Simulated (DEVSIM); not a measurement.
Structure: Ni/AlN/p-Ge capacitor, at 300 K.

Layer 1 from the left is AlN, thickness (nm) 2.90. Layer 2 from the left is Ge, thickness (nm) 4200, Na (cm⁻³) 2e16.

Metal gate on the left, work function 5.1 eV. Fixed charge at the semiconductor interface -5.1e11 cm⁻² (in units of +e); no interface traps.

Constants are typed, rounded textbook-type inputs, not results; the design itself was drawn at random and stands for no fabricated device. Values at 300 K.

AlN: gap (eV) 6.1, affinity (eV) 1.9, permittivity 8.5. Ge: gap (eV) 0.664, affinity (eV) 4, permittivity 16, Nc (cm⁻³) 1.04e19, Nv (cm⁻³) 6e18.

Simulated with DEVSIM: 1D Poisson equation in equilibrium, Boltzmann statistics, complete ionisation; no quantum confinement or tunnelling. Metal contacts follow the ideal Schottky-Mott rule: no Fermi-level pinning, no interface dipoles.

Question: What does the simulation give for the flat-band voltage, the minimum of the low-frequency capacitance, the threshold voltage (band bending 2φF)?

Answer: flat-band voltage 0.61 V; minimum of the low-frequency capacitance 0.0963 μF/cm²; threshold voltage (band bending 2φF) 0.99 V.
